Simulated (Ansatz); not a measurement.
The reference is Ru in the hcp (Mg type) structure (space group P6_3/mmc, No. 194; a = 2.691 Å, c = 4.249 Å; relaxed with 0.1 eV smearing). Axes: x lies along a and z along c of the hexagonal cell.

Calculations: Ansatz (a first-principles code), PBEsol, PAW, cutoff 420 eV, no spin-orbit coupling.

For the base:

- Shortest interatomic distance = 2.632 Å

It is then changed as follows: the cell is compressed by 3.00 % along x with no lateral relaxation, atoms relaxed at fixed cell.

Q: How does this affect the shortest interatomic distance, stress and energy relative to the base?

A: The shortest interatomic distance falls by 0.021 Å (2.632 Å → 2.611 Å); the stress (xx, yy, zz, yz, xz, xy; compression positive) is (21.6, 6.6, 6.1, 0.0, 0.0, 0.0) GPa; the energy rises by 26 meV/atom.

The cells carry an imposed strain or load. Whether these cells are dynamically stable was not tested. All final runs are without spin polarisation.
